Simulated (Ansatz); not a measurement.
Take a 12-atom supercell of Li in the bcc (W type) structure (space group Im-3m, No. 229; a = 3.477 Å) at its relaxed geometry as the base.

All numbers come from r2SCAN in Ansatz (plane waves to 500 eV, PAW, spin-orbit coupling left out).

Before the change:

```
Property   Result
--------  -------
Pressure  0.0 GPa
```

Now apply this change: one H atom is added in an open site, starting 1.83 Å from the nearest host atom, atoms relaxed at fixed cell, starting from a slightly rattled geometry.

Question: Estimate the effect on the largest displacement of a host atom from its site in the perfect cell.

Answer: The largest displacement of a host atom from its site in the perfect cell comes out as 0.40 Å.

Question: Estimate the effect on the pressure.

Answer: The pressure goes from zero to -0.4 GPa.

Question: Predict the new final site of the added atom.

Answer: The final site of the added atom amounts to 4 Li at 1.98–2.10 Å.

In so small a cell the defect repeats every few ångströms: this is an ordered compound, not a dilute defect. The final runs are not spin-polarised. The defect cell is not spin-polarised.

Ansatz is a first-principles code.
